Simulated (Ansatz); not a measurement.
An Ansatz (an electronic-structure program) run: Al2Cu with a change (strain tensor (xx, yy, zz, yz, xz, xy) = (+0.54, +1.00, −0.70, −2.02, +0.17, +0.13) %); PBEsol (Ansatz; PAW; 420 eV plane waves; without spin-orbit coupling), earlier PAW set.

Input:

Ansatz 0.2 input:
```yaml
crystal:
  lattice:
    - [-3.0092306829, 2.9786220045, 2.3248055873]
    - [3.0174152596, -3.0756333109, 2.4559501086]
    - [3.0170333318, 3.0834359598, -2.4457466447]
  atoms:
    - { symbol: Al, position: [0.6589306149, 0.1589306149, 0.8178612298] }
    - { symbol: Al, position: [0.8410693851, 0.6589306149, 0.5] }
    - { symbol: Al, position: [0.1589306149, 0.3410693851, 0.5] }
    - { symbol: Al, position: [0.3410693851, 0.8410693851, 0.1821387702] }
    - { symbol: Cu, position: [0.25, 0.25, 0] }
    - { symbol: Cu, position: [0.75, 0.75, 0] }
basis: { ecutwfc: 420, ecutrho_ratio: 4, xc_grid: 2, fft_grid_basis: typed }
kpoints: { mp_grid: { grid: [12, 12, 12] } }
hamiltonian:
  xc: pbesol
  dispersion: none
  pseudopotentials: { azcp: { folder: ./paw }, kind: paw }
scf: { occupations: { method: fermi_dirac, width: 0.05 }, convergence: { dr2_threshold: 0.0000000006 } }
relax: { f_tol: 0.005, max_steps: 50 }
output: { forces: true, stress: true }
checkpoint: { write: state.ck, write_every: 1000 }
```

Output (explanatory and most iteration lines left out):

```
Relaxation: its limit of steps is 50 (relax.max_steps)
Pseudopotential: Al, paw, valence charge 3
Pseudopotential: Cu, paw, valence charge 19
Crystal: 6 atoms, lattice volume = 87.407 Å³
Basis set: ecut = 420 eV, 1697 PW (Γ), exchange–correlation on 72×72×72 points (8 copies of the dense FFT grid, shifted against one another)
Bands: 31, of which v1, the nominal top of the filled ones, is band 25 counted from 1 (24 counted from 0)
Symmetry: 2 space group operations
Space group: P-1 (ITA 2), of the structure as read, at distance tolerance 4.4e-5 Å
k-points: 868 of 1728
Functional: x = pbesol(κ = 0.804, μ = 0.12345679012345678), c = pbesol(β = 0.046)
SCF iter   1: F=—  HF=-15284.797802 eV  |F-HF|=—  |Δ(HF+E_count)|=         —  Δρ=3.72e-1  dr2=8.98e1  ethr=3.10e-3  ⟨swp⟩=8.2  Hψ=133281  notcnv=0  defer=17
SCF iter   2: F=—  HF=-15278.305143 eV  |F-HF|=—  |Δ(HF+E_count)|=    6.49e0  Δρ=1.15e-1  dr2=1.10e1  ethr=3.10e-3  ⟨swp⟩=2.2  Hψ=60592  notcnv=0  defer=569
SCF 1 converged in 11 iterations: F = -15276.781312 eV  dr2 = 1.95e-11
relax step   1: F+E_penalty+E_count = -15276.78131225 eV  Δ(F+E_penalty+E_count) = +0.000e0 eV  max|allowed force component| = 1.309e-1 eV/Å  Δτ_max = 0.0000 Å  (11 SCF iters, accepted)
Crystal: 6 atoms, lattice volume = 87.407 Å³
SCF iter   1: F=—  HF=-15276.787932 eV  |F-HF|=—  |Δ(HF+E_count)|=         —  Δρ=1.70e-3  dr2=2.82e-3  ethr=5.68e-6  ⟨swp⟩=1.8  Hψ=82667  notcnv=0  defer=662
SCF iter   2: F=—  HF=-15276.787169 eV  |F-HF|=—  |Δ(HF+E_count)|=   7.63e-4  Δρ=9.45e-4  dr2=1.04e-3  ethr=5.63e-6  ⟨swp⟩=1.0  Hψ=26246  notcnv=0  defer=662
SCF 2 converged in 7 iterations: F = -15276.786787 eV  dr2 = 3.50e-10
relax step   2: F+E_penalty+E_count = -15276.78678722 eV  Δ(F+E_penalty+E_count) = -5.475e-3 eV  max|allowed force component| = 2.088e-2 eV/Å  Δτ_max = 0.0190 Å  (7 SCF iters, accepted)
Crystal: 6 atoms, lattice volume = 87.407 Å³
SCF iter   1: F=—  HF=-15276.787141 eV  |F-HF|=—  |Δ(HF+E_count)|=         —  Δρ=5.22e-4  dr2=2.05e-4  ethr=3.81e-6  ⟨swp⟩=2.8  Hψ=62476  notcnv=0  defer=663
SCF iter   2: F=—  HF=-15276.787080 eV  |F-HF|=—  |Δ(HF+E_count)|=   6.14e-5  Δρ=2.82e-4  dr2=7.04e-5  ethr=4.10e-7  ⟨swp⟩=1.0  Hψ=33853  notcnv=0  defer=663
SCF 3 converged in 7 iterations: F = -15276.787055 eV  dr2 = 2.42e-11
relax step   3: F+E_penalty+E_count = -15276.78705499 eV  Δ(F+E_penalty+E_count) = -2.678e-4 eV  max|allowed force component| = 1.071e-2 eV/Å  Δτ_max = 0.0046 Å  (7 SCF iters, accepted)
Crystal: 6 atoms, lattice volume = 87.407 Å³
SCF iter   1: F=—  HF=-15276.787103 eV  |F-HF|=—  |Δ(HF+E_count)|=         —  Δρ=2.95e-4  dr2=3.63e-5  ethr=4.77e-7  ⟨swp⟩=2.3  Hψ=59813  notcnv=0  defer=664
SCF iter   2: F=—  HF=-15276.787093 eV  |F-HF|=—  |Δ(HF+E_count)|=   1.00e-5  Δρ=1.56e-4  dr2=1.15e-5  ethr=7.26e-8  ⟨swp⟩=1.0  Hψ=33853  notcnv=0  defer=663
SCF 4 converged in 6 iterations: F = -15276.787088 eV  dr2 = 2.53e-10
relax step   4: F+E_penalty+E_count = -15276.78708815 eV  Δ(F+E_penalty+E_count) = -3.316e-5 eV  max|allowed force component| = 3.651e-4 eV/Å  Δτ_max = 0.0019 Å  (6 SCF iters, accepted)
SCF converged after 6 iterations
Free energy (F): -15276.787088 eV
Internal energy: -15276.770760 eV  (E = F + TS)
E sigma→0 (E₀):  -15276.778924 eV
Entropy (-TS):   -0.016328 eV (-2.721 meV/atom)
Fermi energy:    10.471150 eV
--- Forces (eV/Å), atoms counted from 1 ---
  atom   1  Al     0.00005228     0.00015267    -0.00002301
  atom   2  Al    -0.00004457    -0.00036510     0.00019054
  atom   3  Al     0.00004457     0.00036510    -0.00019054
  atom   4  Al    -0.00005228    -0.00015267     0.00002301
  atom   5  Cu    -0.00017899    -0.00014338     0.00003435
  atom   6  Cu     0.00017899     0.00014338    -0.00003435
--- Stress (GPa, compression-positive) ---
       -1.060157      -0.125594      -0.106816
       -0.125594      -1.555109       1.103270
       -0.106816       1.103270       0.123438
  P = ⅓ Tr σ = -0.8306 GPa (-8.306 kbar)
--- Relaxed structure (4 steps of the walk, 4 accepted, 0 SCFs on fresh bases) ---
  atoms:
    - { symbol: Al, position: [0.6545028783501334, 0.15389208450252428, 0.8167194909957011] }
    - { symbol: Al, position: [0.8459866442141497, 0.6631926045057541, 0.4994060861155627] }
    - { symbol: Al, position: [0.1540133557858499, 0.3368073954942458, 0.500593913884437] }
    - { symbol: Al, position: [0.3454971216498664, 0.8461079154974758, 0.18328050900429876] }
    - { symbol: Cu, position: [0.2502306922338888, 0.25218331316858567, 0.0024107084038304427] }
    - { symbol: Cu, position: [0.7497693077661108, 0.7478166868314143, -0.002410708403830529] }
```

Without a gap, meshes like the base's 12×12×12 leave anisotropic stresses uncertain by several tenths of a GPa, and small strain energies with them. No phonon test of stability was made. The final runs are not spin-polarised. The cell was made from Al₂Cu (space group I4/mcm, No. 140) by this change: strain tensor (xx, yy, zz, yz, xz, xy) = (+0.54, +1.00, −0.70, −2.02, +0.17, +0.13) %.
